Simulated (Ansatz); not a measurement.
Input and output of a self-consistent single point for LaH3 (I4mm, 4 atoms in the cell) (Ansatz, an electronic-structure program).

Method: LDA (PW92), default PAW files made with PBE (plane waves; Ansatz).

```
LaH3
1.0
   -1.86769     1.86769     3.04058
    1.86769    -1.86769     3.04058
    1.86769     1.86769    -3.04058
La H
1 3
Direct
  0.00822   0.00822   0.00000
  0.75000   0.25000   0.50000
  0.25000   0.75000   0.50000
  0.50000   0.50000   0.00000
```

Reference input (self-consistent single point, DFT, LDA (PW92), plane waves, default PAW files made with PBE): basis.ecutwfc = 420 eV; kpoints.mp_grid.grid = 9 9 9; hamiltonian.xc = lda; hamiltonian.pseudopotentials = {kind: paw} (the program's default PAW files); scf.occupations.method = fermi_dirac; scf.occupations.width = 0.02 eV. This run's input differs from it in these lines:

Ansatz 0.2 input:
```diff
@@ -13,3 +13,3 @@
 kpoints:
-  mp_grid: { grid: [9, 9, 9] }
+  mp_grid: { grid: [4, 4, 4], shift: [0.5, 0.5, 0.5] }
 hamiltonian:
```

The program printed (abridged):

```
SCF iter   1: F=—  HF=-6125.562120 eV  |F-HF|=—  |Δ(HF+E_count)|=         —  Δρ=1.31e-2  dr2=6.30e-2  ethr=1.77e-3  ⟨swp⟩=4.0  Hψ=616  notcnv=0
all-band conjugate gradients solve this SCF's bands
preconditioner: auto → none
SCF iter   2: F=—  HF=-6125.542736 eV  |F-HF|=—  |Δ(HF+E_count)|=   1.94e-2  Δρ=2.97e-3  dr2=3.13e-3  ethr=4.50e-4  ⟨swp⟩=2.9  Hψ=299  notcnv=0
SCF iter   3: F=—  HF=-6125.541715 eV  |F-HF|=—  |Δ(HF+E_count)|=   1.02e-3  Δρ=1.42e-3  dr2=4.24e-4  ethr=2.24e-5  ⟨swp⟩=2.7  Hψ=250  notcnv=0
SCF iter   4: F=—  HF=-6125.541630 eV  |F-HF|=—  |Δ(HF+E_count)|=   8.53e-5  Δρ=1.99e-4  dr2=5.59e-6  ethr=3.03e-6  ⟨swp⟩=2.1  Hψ=149  notcnv=0
SCF iter   5: F=—  HF=-6125.541630 eV  |F-HF|=—  |Δ(HF+E_count)|=   3.81e-7  Δρ=1.70e-5  dr2=9.13e-8  ethr=3.99e-8  ⟨swp⟩=2.2  Hψ=174  notcnv=0
SCF iter   6: F=-6125.541630 eV  HF=-6125.541630 eV  |F-HF|=6.68e-10  |Δ(HF+E_count)|=   2.06e-8  Δρ=3.44e-6  dr2=2.43e-9  ethr=6.52e-10  ⟨swp⟩=3.3  Hψ=485  notcnv=0
SCF 1 converged in 6 iterations: F = -6125.541630 eV  dr2 = 2.43e-9
Free energy (F): -6125.541630 eV
Internal energy: -6125.541630 eV  (E = F + TS)
E sigma→0 (E₀):  -6125.541630 eV
Fermi energy:    10.163056 eV
--- Forces (eV/Å), atoms counted from 1 ---
  atom   1  La     0.00000000     0.00000000    -0.15492598
  atom   2  H      0.00000000    -0.00000000     0.09406057
  atom   3  H     -0.00000000    -0.00000000     0.09406057
  atom   4  H     -0.00000000     0.00000000    -0.03319247
--- Stress (GPa, compression-positive) ---
       -2.542172       0.000000      -0.000000
        0.000000      -2.542172       0.000000
       -0.000000      -0.000000      -4.365232
  P = ⅓ Tr σ = -3.1499 GPa (-31.499 kbar)
  The stress holds the Pulay correction. Without it, at fixed plane waves, as pw.x and ABINIT print it: P = -3.2619 GPa
```

The run converged in 6 iterations. Against the reference run the free energy falls by 4.0 meV/atom, the pressure stays near -3.15 GPa while the zz stress (positive for compression) goes from -3.88 to -4.37 GPa, the largest force hardly changes (0.152 to 0.155 eV/Å) and the gap on the mesh goes from 0.280 to 1.448 eV.

The starting cell comes from a database of computed structures (which also holds hypothetical and non-ambient phases and stackings), without a prior relaxation at this level. Its lattice was rescaled by up to half a per cent. One atom was moved a little off its site on purpose. Ansatz's pressure includes its estimate of the finite-basis (Pulay) stress. Another mesh or the band path of this cell gives a smaller gap, so this value is not converged in the mesh.
